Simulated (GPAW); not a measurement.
GPAW run on BaB2Rh2 (I4/mmm, 5 atoms in the cell): self-consistent single point.

Level of theory: LDA (Perdew-Wang 92), GPAW PAW datasets LDA (gpaw-data 1.0.1) (plane waves; GPAW 25.7.0).

The change in words: lattice scaled by 0.98. Reference geometry:
```
CELL_PARAMETERS angstrom
     -1.98441     1.98441     5.82040
      1.98441    -1.98441     5.82040
      1.98441     1.98441    -5.82040
ATOMIC_POSITIONS crystal
  Ba 0.00000 0.00000 0.00000
  B  0.68320 0.68320 0.00000
  B  0.31680 0.31680 0.00000
  Rh 0.75000 0.25000 0.50000
  Rh 0.25000 0.75000 0.50000
```

Reference input (self-consistent single point, DFT LDA (Perdew-Wang 92), plane waves, GPAW PAW datasets LDA (gpaw-data 1.0.1)): mode = pw; ecut = 900 eV; xc = LDA; kpts = 9 9 9; mesh shift (steps) = 0 0 0; occupations.name = methfessel-paxton; occupations.width = 0.1 eV; occupations.order = 0; nbands = -9; convergence.forces = 0.001 eV/Å; symmetry.symmorphic = false; symmetry.tolerance = 0.0005. This run's input differs from it in these lines:

```diff
@@ -5,5 +5,5 @@
 atoms = Atoms(['Ba', 'B', 'B', 'Rh', 'Rh'],
-              cell=[[-1.984414, 1.984414, 5.820402],
-                    [1.984414, -1.984414, 5.820402],
-                    [1.984414, 1.984414, -5.820402]],
+              cell=[[-1.944726, 1.944726, 5.703994],
+                    [1.944726, -1.944726, 5.703994],
+                    [1.944726, 1.944726, -5.703994]],
               scaled_positions=[[0.000000, 0.000000, 0.000000],
```

Output, abridged:

```
     iter     time        total  log10-change:
                         energy   eigst   dens  force
iter:   1 --:--:--   -40.703671
iter:   2 --:--:--   -39.730037   -0.91  -1.12
iter:   3 --:--:--   -37.513865   -0.79  -1.19
iter:   4 --:--:--   -37.328603   -2.22  -1.51
iter:   5 --:--:--   -37.195438   -1.46  -1.59
iter:   6 --:--:--   -37.087631   -2.19  -1.78
iter:   7 --:--:--   -37.073738   -2.44  -2.02
iter:   8 --:--:--   -37.063042   -3.52  -2.34
iter:   9 --:--:--   -37.052709c  -3.04  -2.44
iter:  10 --:--:--   -37.053048c  -4.05  -3.04
iter:  11 --:--:--   -37.053046c  -5.02  -3.17
iter:  12 --:--:--   -37.053039c  -5.61  -3.18
iter:  13 --:--:--   -37.053115c  -5.14  -3.22
iter:  14 --:--:--   -37.053013c  -5.39  -3.29
iter:  15 --:--:--   -37.052983c  -5.96  -3.56
iter:  16 --:--:--   -37.052979c  -6.29  -3.72
iter:  17 --:--:--   -37.052974c  -6.51  -3.82
iter:  18 --:--:--   -37.052969c  -7.11  -3.95
iter:  19 --:--:--   -37.052968c  -7.22  -4.02c
iter:  20 --:--:--   -37.052971c  -6.92  -4.09c
iter:  21 --:--:--   -37.052971c  -7.86c -4.24c
iter:  22 --:--:--   -37.052970c  -7.64c -4.27c -3.13c
Converged after 22 iterations.

Dipole moment: (-0.000000, 0.000000, 0.000000) |e|*Ang

Energy contributions relative to reference atoms: (reference = -482451.262588)

Kinetic:        +10.891292
Potential:      -12.787673
External:        +0.000000
XC:             -34.884562
Entropy (-ST):   -0.005222
Local:           -0.269416
SIC:             +0.000000
--------------------------
Free energy:    -37.055581
Extrapolated:   -37.052970

Showing only first 2 kpts
 Kpt  Band  Eigenvalues  Occupancy
  0    21      8.70492    1.54560
  0    22      8.71121    1.49020
  0    23      8.71121    1.49020
  0    24      9.04169    0.00006

  1    21      7.63713    2.00000
  1    22      8.51075    1.99952
  1    23      8.93205    0.01374
  1    24      9.69342    0.00000

Fermi level: 8.75781

No gap
No difference between direct/indirect transitions
Energy (eV): -37.05297

Forces in eV/Ang:
  0 Ba    0.00000    0.00000    0.00000
  1 B     0.00000    0.00000    0.04816
  2 B    -0.00000    0.00000   -0.04816
  3 Rh    0.00000    0.00000    0.00000
  4 Rh    0.00000   -0.00000    0.00000

Stress tensor:
     0.023238     0.000000     0.000000
     0.000000     0.023238     0.000000
     0.000000     0.000000     0.018161
Stress (GPa, Voigt): [3.7231 3.7231 2.9097 0.     0.     0.    ]
```

The run converged in 22 iterations. GPAW prints stress with tension positive. Against the reference run the free energy goes down by 47.8 meV/atom and the largest force goes from 0.600 to 0.048 eV/Å.

At such cutoffs GPAW's stress carries a finite-basis (Pulay) error, which enters relaxed cells too; its log prints stress with tension positive.

The starting cell comes from a database of computed structures (which also holds hypothetical and non-ambient phases and stackings), without a prior relaxation at this level. Its lattice was rescaled by a random factor within 2.5 % of one. For this run, on top of that: lattice scaled by 0.98. Spin polarisation is off.

Cost on one core of a shared machine: roughly 8 min.
